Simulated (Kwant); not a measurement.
Device: In0.53Ga0.47As/InP stack with 1 barrier. One parabolic valley. Leads of mass 0.041 mₑ with the band edge at 0; grid 0.1 nm; bias 0 V, dropping linearly over the stack.

```
layer  thickness (nm)  band offset (eV)  mass (mₑ)
-----  --------------  ----------------  ---------
1                 3.4              0.25       0.08
```

Constants are typed, rounded textbook-type inputs, not results; the design itself was drawn at random and stands for no fabricated device.

Kwant, one-band effective-mass tight-binding model in one dimension, coherent, no space charge.

Problem. Work out the transmission below the barrier top from T = 1/(1 + ((ζ + 1/ζ)/2)² sinh²(κa)), ζ = (k/m_lead)/(κ/m_barrier).

Solution. E = 0.04856 eV: k = 0.2286 nm⁻¹, κ = 0.6504 nm⁻¹, ζ = 0.6858, T = 0.0411. The simulation gives 0.0411, the same within the digits that matter. E = 0.1243 eV: k = 0.3657 nm⁻¹, κ = 0.5138 nm⁻¹, ζ = 1.389, T = 0.104. The simulation gives 0.104, the same within the digits that matter. E = 0.1905 eV: k = 0.4528 nm⁻¹, κ = 0.3535 nm⁻¹, ζ = 2.499, T = 0.172. The simulation gives 0.172, the same within the digits that matter. What differs comes from the grid.
